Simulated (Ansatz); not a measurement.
## Effect of C on a Pb site on Pb

Base system: a 12-atom supercell of Pb in the fcc (Cu type) structure (space group Fm-3m, No. 225; a = 4.931 Å) at its relaxed geometry.

Now apply this change: a neutral C on a Pb site, atoms relaxed at fixed cell, starting from a slightly rattled geometry.

The values are results of plane-wave PAW DFT at the PBEsol level (Ansatz, a first-principles code, 420 eV), no spin-orbit coupling, not measurements. k-mesh 6×4×6 (Γ-centred); smearing 0.05 eV (Fermi–Dirac).

The pressure decreases by 0.7 GPa, from 0.1 GPa to -0.6 GPa and the shift of the substituted atom off its lattice site amounts to 1.90 Å.

Final structure:

```
Pb11C
1.0
    0.00000     4.93114     4.93114
    4.93114    -4.93114     4.93114
    4.93114     4.93114     0.00000
C Pb
1 11
Direct
  0.74820   0.00005   0.25123
  0.98914   0.01526   0.42128
  0.25609   0.32701   0.14579
  0.20194   0.34301   0.65584
  0.32413   0.66896   0.29610
  0.34451   0.65685   0.79799
  0.57863   0.98495   0.00993
  0.41284   0.99966   0.58579
  0.76095   0.28064   0.17007
  0.70364   0.33130   0.67578
  0.82987   0.71948   0.23870
  0.85456   0.67299   0.74380
```

In so small a cell the defect repeats every few ångströms: this is an ordered compound, not a dilute defect. The final runs are not spin-polarised. The defect cell is not spin-polarised.
